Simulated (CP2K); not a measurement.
A self-consistent single point of Ba5Zr2N6 (C2/c, 26 atoms in the cell) with CP2K.

Computed with PBEsol, GPW, DZVP-MOLOPT-PBE-GTH basis, GTH-PBE potentials (POTENTIAL_UZH) (CP2K).

Input:

```
&GLOBAL
  PROJECT ba5zr2n6
  RUN_TYPE ENERGY_FORCE
  PRINT_LEVEL LOW
&END GLOBAL
&FORCE_EVAL
  METHOD Quickstep
  STRESS_TENSOR ANALYTICAL
  &DFT
    BASIS_SET_FILE_NAME BASIS_MOLOPT_UZH
    POTENTIAL_FILE_NAME POTENTIAL_UZH
    &QS
      METHOD GPW
      EPS_DEFAULT 1E-10
    &END QS
    &MGRID
      CUTOFF 300
      REL_CUTOFF 40
      NGRIDS 5
    &END MGRID
    &SCF
      SCF_GUESS ATOMIC
      EPS_SCF 1E-6
      MAX_SCF 100
      ADDED_MOS 33
      &DIAGONALIZATION
        ALGORITHM STANDARD
      &END DIAGONALIZATION
      &MIXING
        METHOD BROYDEN_MIXING
        ALPHA 0.4
        NBUFFER 10
        BETA 1.5
      &END MIXING
      &SMEAR ON
        METHOD FERMI_DIRAC
        ELECTRONIC_TEMPERATURE [K] 116.05
      &END SMEAR
    &END SCF
    &KPOINTS
      SCHEME MACDONALD 3 3 1 0.1666666667 0.1666666667 0.5
    &END KPOINTS
    &XC
      &XC_FUNCTIONAL
        &PBE
          PARAMETRIZATION PBESOL
        &END PBE
      &END XC_FUNCTIONAL
    &END XC
    &PRINT
      &MO
        EIGENVALUES T
        OCCUPATION_NUMBERS T
        NDIGITS 8
        FILENAME mo
        &EACH
          QS_SCF 0
        &END EACH
        ADD_LAST NUMERIC
      &END MO
      &MULLIKEN OFF
      &END MULLIKEN
    &END PRINT
  &END DFT
  &SUBSYS
    &CELL
      A 6.90237200 0.00000000 0.00000000
      B 2.66286200 6.36803800 0.00000000
      C -1.39094800 -0.92602100 15.13163400
      PERIODIC XYZ
    &END CELL
    &COORD
      Ba       2.80633648     3.97458911    14.81492890
      Ba       5.36794952     1.46742789     0.31670510
      Ba       2.72925372     3.92327129     7.88252210
      Ba       5.44503228     1.51874571     7.24911190
      Ba       0.72140114    -0.00498585    10.68278229
      Ba       7.45288486     5.44700285     4.44885171
      Ba       7.20510311     4.31152754    12.01466871
      Ba       0.96918289     1.13048946     3.11696529
      Ba       4.13020403     1.90249751    11.34872550
      Ba       4.04408197     3.53951949     3.78290850
      Zr       6.09548222     5.19703362     8.73534099
      Zr       2.07880378     0.24498338     6.39629301
      Zr       0.33252483     1.36035478    13.96211001
      Zr       7.84176117     4.08166222     1.16952399
      N        8.07555720     5.51341042     9.39069206
      N        0.09872880    -0.07139342     5.74094194
      N       -0.72325218    -0.34438166    13.30675894
      N        8.89753818     5.78639866     1.82487506
      N        4.82256773     4.11643043    10.02894438
      N        3.35171827     1.32558657     5.10268962
      N        1.82055206     2.11784372    12.66850662
      N        6.35373394     3.32417328     2.46312738
      N        2.54717067     0.77571520     8.43860965
      N        5.62711533     4.66630180     6.69302435
      N        5.78047602     2.92828273    14.25884135
      N        2.39380998     2.51373427     0.87279265
    &END COORD
    &KIND Ba
      BASIS_SET DZVP-MOLOPT-PBE-GTH-q10
      POTENTIAL GTH-PBE-q10
    &END KIND
    &KIND Zr
      BASIS_SET DZVP-MOLOPT-PBE-GTH-q12
      POTENTIAL GTH-PBE-q12
    &END KIND
    &KIND N
      BASIS_SET DZVP-MOLOPT-PBE-GTH-q5
      POTENTIAL GTH-PBE-q5
    &END KIND
  &END SUBSYS
  &PRINT
    &FORCES ON
    &END FORCES
    &STRESS_TENSOR ON
    &END STRESS_TENSOR
  &END PRINT
&END FORCE_EVAL
```

Output, abridged:

```
 SCF WAVEFUNCTION OPTIMIZATION

  Step     Update method      Time    Convergence         Total energy    Change
     1 NoMix/Diag. 0.40E+00      -     2.33265540      -563.3018750349 -5.63E+02
     2 Broy./Diag. 0.40E+00      -     0.27294969      -544.2509156640  1.91E+01
     3 Broy./Diag. 0.40E+00      -     0.17096329      -556.9200132020 -1.27E+01
     4 Broy./Diag. 0.40E+00      -     0.04166959      -558.7373106292 -1.82E+00
     5 Broy./Diag. 0.40E+00      -     0.07126058      -557.7372606699  1.00E+00
     6 Broy./Diag. 0.40E+00      -     0.02441773      -559.7098439121 -1.97E+00
   [... lines left out ...]
    14 Broy./Diag. 0.40E+00      -     0.00044410      -559.9949059261  1.87E-03
    15 Broy./Diag. 0.40E+00      -     0.00020266      -559.9911497284  3.76E-03
    16 Broy./Diag. 0.40E+00      -     0.00010069      -559.9901261943  1.02E-03
    17 Broy./Diag. 0.40E+00      -     0.00002689      -559.9902112666 -8.51E-05
    18 Broy./Diag. 0.40E+00      -     0.00002656      -559.9906793886 -4.68E-04
    19 Broy./Diag. 0.40E+00      -     0.00000668      -559.9908088573 -1.29E-04
    20 Broy./Diag. 0.40E+00      -     0.00000396      -559.9907553341  5.35E-05
    21 Broy./Diag. 0.40E+00      -     0.00000097      -559.9907784273 -2.31E-05
  *** SCF run converged in    21 steps ***

  Overlap energy of the core charge distribution:               0.00000000010196
  Self energy of the core charge distribution:              -1160.87861577235253
  Core Hamiltonian energy:                                    261.61127963951202
  Hartree energy:                                             429.10052273272532
  Exchange-correlation energy:                                -89.82396502729917
  Electronic entropic energy:                                  -0.00000000000000
  Fermi energy:                                                 0.24348157596169

  Total energy:                                              -559.99077842731242
  Total energy (extrapolated to T->0):                       -559.99077842731242

   [... lines left out ...]

 STRESS| Analytical stress tensor [bar]
 STRESS|                        x                   y                   z
 STRESS|      x       -4.79217477462E+04  -3.42772205236E+03   3.72949553217E+02
 STRESS|      y       -3.42772205236E+03  -4.50550075660E+04   2.48291881050E+02
 STRESS|      z        3.72949553217E+02   2.48291881050E+02  -4.83949064625E+04
 STRESS| 1/3 Trace                                            -4.71238872583E+04
```

The run converged in 21 iterations. For comparison: a first run was changed to give this one (lattice scaled by 1.015; CUTOFF: 500 Ry → 300 Ry), and from it to this one the free energy goes up by 23.3 meV/atom, the pressure goes from -1.84 to -4.71 GPa, the largest force goes from 0.362 to 0.828 eV/Å and the gap on the mesh goes from 1.425 to 1.388 eV.

The starting cell comes from a database of computed structures (which also holds hypothetical and non-ambient phases and stackings), without a prior relaxation at this level. For this run, on top of that: lattice scaled by 1.015. Values carry the incompleteness of an atom-centred basis. The potentials were made for another functional than the one used.

Cost on one core of a shared machine: roughly 7 min.
